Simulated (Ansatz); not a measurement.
## GaAlAs2 (model structure, P-4m2, No. 115, 4 atoms in the cell)

All values below come from HSE06 (Ansatz, a first-principles code, PAW).

Settings: plane-wave cutoff 460 eV, 6×6×4 k mesh (along the axes of the cell as run), Fermi–Dirac smearing 0.01 eV, scalar-relativistic PAW data made under PBE.

Cell (relaxed with PBEsol):

Space group P-4m2 (No. 115); a = b = 4.010 Å, c = 5.662 Å, α = β = γ = 90.00°

```
atom  site  symmetry       x       y       z
----  ----  --------  ------  ------  ------
Ga      1a      -4m2  0.0000  0.0000  0.0000
As      2g      2mm.  0.5000  0.0000  0.2502
Al      1c      -4m2  0.5000  0.5000  0.5000
```

```
Quantity                                                                     Result
-------------------------------------------  --------------------------------------
band gap                                     1.86 eV (on the SCF k mesh) (indirect)
smallest direct gap on the k points sampled                                 1.93 eV
```

Note: the relaxation could raise the start's symmetry but not lower it, so the cell can be a saddle point; cell and atoms aren't relaxed at this level (largest force component 0.06 eV/Å, pressure 0.6 GPa).

Spin–orbit coupling is not included.

Computed values are for the static lattice.

It cost roughly 6 core-minutes of CPU time.

A model structure was made by putting elements into a prototype or built by hand; it is no filed structure, need not be a known phase, and can be a saddle point held by its symmetry.
